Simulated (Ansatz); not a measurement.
The starting structures come from a database of crystals and need not be the phases stable at ambient conditions.

By PBEsol, the system below comes out a metal.

Data:

```
YSi2
1.0
    4.07549     0.00000     0.00000
   -2.03774     3.52948     0.00000
    0.00000     0.00000     4.10983
Y Si
1 2
Cartesian
  0.00000   0.00000   0.00000
  0.00000   2.35298   2.05492
  2.03775   1.17649   2.05492
```

Space group of this cell: P6/mmm. The cell is strained (lengths along the current scaled by 1.03, ions clamped); by PBEsol its mean pressure is -4.3 GPa.

The current flows along the normal of the first two printed cell vectors, the (001) (indices of the unstrained crystal) plane of the conventional cell. No spin-orbit coupling; the value is a mean over 0.1 eV about the Fermi level.

### Question
Give the ballistic conductance per area that PBEsol run with Ansatz (a first-principles code) yields.

### Answer
0.66 × 10¹⁵ S/m² for both spins.
